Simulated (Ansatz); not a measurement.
Input of the mobility step, PBE, finite-displacement electron-phonon coupling, linearised Boltzmann equation (Ansatz, an electronic-structure program), Si (Fd-3m). Condition of this run: hydrostatic pressure 6 GPa (the target of the relaxation).

Ansatz 0.2 input:
```
crystal:
  lattice:
    - [0.0, 2.6814930415, 2.6814930415]
    - [2.6814930415, 0.0, 2.6814930415]
    - [2.6814930415, 2.6814930415, 0.0]
  atoms:
    - { symbol: Si, position: [0.0, 0.0, 0.0] }
    - { symbol: Si, position: [0.25, 0.25, 0.25] }
kpoints:
  mp_grid: { grid: [8, 8, 8] }
hamiltonian:
  xc: pbe
  pseudopotentials: { kind: paw }
scf:
  occupations: { method: fixed }
phonons:
  supercell: [4, 4, 4]
  carrier_mobility: { temperatures: [150, 200, 250, 300, 350, 400, 500, 600] }
```

An excerpt of its output:

```
--- Carrier mobility (electrons): potentials and phonons of a 4×4×4 supercell ---
  scattering by the run's harmonic phonons alone; scattering by impurities, by other carriers and their screening is left out, and so is spin–orbit coupling
  band edge at 7.1324 eV
  valley at (0.0000 0.4200 0.4200), 6 points alike, 0.00 meV above the edge
  a displaced site's charge and quadrupole, each over the dielectric constant: up to 0.000 e and 0.520 e·Å; the charges' sum missed by 0.100 e
  the run chose the mesh 100×100×100 (1.5 steps from a valley's bottom to the thermal energy of 150 K, as the couplings on a denser one leave too little of the memory); type phonons.carrier_mobility.mesh for another
  mobility, cm²/(V·s), of a tensor a third of its trace; what the velocities' spread within the cells of the mesh adds; mean energy transported, in kT; Lorenz number, in (k/e)²:
           mesh  steps/k_T     T (K)         cm⁻³     solution         MRTA        SERTA  in cells    energy    Lorenz
    100×100×100       1.46    150.00          few     7.1180e3     7.0908e3     6.8593e3    8.01 %     1.813     1.402
    100×100×100       1.69    200.00          few     3.8522e3     3.8411e3     3.7286e3    6.11 %     1.741     1.265
    100×100×100       1.88    250.00          few     2.3338e3     2.3286e3     2.2683e3    5.01 %     1.687     1.231
    100×100×100       2.06    300.00          few     1.5390e3     1.5363e3     1.5009e3    4.29 %     1.652     1.243
    100×100×100       2.23    350.00          few     1.0807e3     1.0792e3     1.0568e3    3.79 %     1.628     1.273
    100×100×100       2.38    400.00          few     7.9583e2     7.9490e2     7.7993e2    3.41 %     1.612     1.310
    100×100×100       2.67    500.00          few     4.7791e2     4.7749e2     4.6997e2    2.88 %     1.597     1.394
    100×100×100       2.92    600.00          few     3.1578e2     3.1556e2     3.1136e2    2.51 %     1.598     1.479
       50×50×50       0.73    150.00          few     7.5741e3     7.5444e3     7.4930e3   31.28 %     1.743     1.404
       50×50×50       0.84    200.00          few     3.9769e3     3.9649e3     3.9329e3   24.26 %     1.704     1.271
       50×50×50       0.94    250.00          few     2.3787e3     2.3732e3     2.3538e3   20.07 %     1.667     1.238
       50×50×50       1.03    300.00          few     1.5591e3     1.5563e3     1.5438e3   17.28 %     1.639     1.250
       50×50×50       1.11    350.00          few     1.0916e3     1.0900e3     1.0817e3   15.28 %     1.620     1.279
       50×50×50       1.19    400.00          few     8.0251e2     8.0151e2     7.9571e2   13.77 %     1.607     1.315
       50×50×50       1.33    500.00          few     4.8116e2     4.8071e2     4.7766e2   11.62 %     1.595     1.397
       50×50×50       1.46    600.00          few     3.1776e2     3.1752e2     3.1580e2   10.16 %     1.597     1.481
  SERTA leaves out what is scattered into a state
  not converged in the mesh: from the mesh of half the divisions the mobility moves by up to 6.41 %; 8.0 % of it stand in the velocities' spread within the cells; MRTA moves by up to 6.40 %
  the changes of the potential over all sites missed a rigid shift's by 0.02 % (the site terms' by 0.11 %)
  the long waves of the potentials, up to 0.507 1/Å, are read off 3 elongated supercells
  the phonons are corrected at the wavevectors of the elongated supercells: the repeat alone misses a frequency there by up to 8.92 %, and what leaves one of them out by up to 6.08 %
```

Scattering by harmonic phonons alone: no impurities, screening or carrier-carrier scattering, bands fixed at 0 K. From a coarser fine mesh the values given move by up to 6 %. The mesh was bound by memory.
